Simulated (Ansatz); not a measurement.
**InAs: response to strain**

Consider InAs in the zinc blende structure (space group F-43m, No. 216).

```yaml
crystal:
  lattice:
    - [0.00000, 3.05467, 3.05467]
    - [3.05467, 0.00000, 3.05467]
    - [3.05467, 3.05467, 0.00000]
  atoms:
    - { symbol: As, position: [0.25000, 0.25000, 0.25000] }
    - { symbol: In, position: [0.00000, 0.00000, 0.00000] }
```

Cartesian axes are those of the cell as printed.

Strains are applied to the cell and any free atomic positions relax; under biaxial strain the out-of-plane vector relaxes too.

Method: r2SCAN, PAW, 500 eV (Ansatz, a quantum-chemistry and plane-wave program; spin-orbit coupling left out).

Candidates:
(a) biaxial strain −0.20 %, plane normal [110], relaxed out of plane
(b) isotropic strain +1.74 %
(c) uniaxial strain ε_xx = +4.41 %
(d) tensor shear ε_xz = +2.76 %

Notes on the quantities. energy relative to the base: free energy F.

Order them by energy relative to the base, highest first.

(c) uniaxial strain ε_xx = +4.41 % (+14 meV/atom), (b) isotropic strain +1.74 % (+13 meV/atom), (d) tensor shear ε_xz = +2.76 % (+10 meV/atom), (a) biaxial strain −0.20 %, plane normal [110], relaxed out of plane (+0.1 meV/atom)

The mesh was chosen for an insulator and is coarse for the gapless case. Stability against distortions was not tested. The final runs are not spin-polarised.
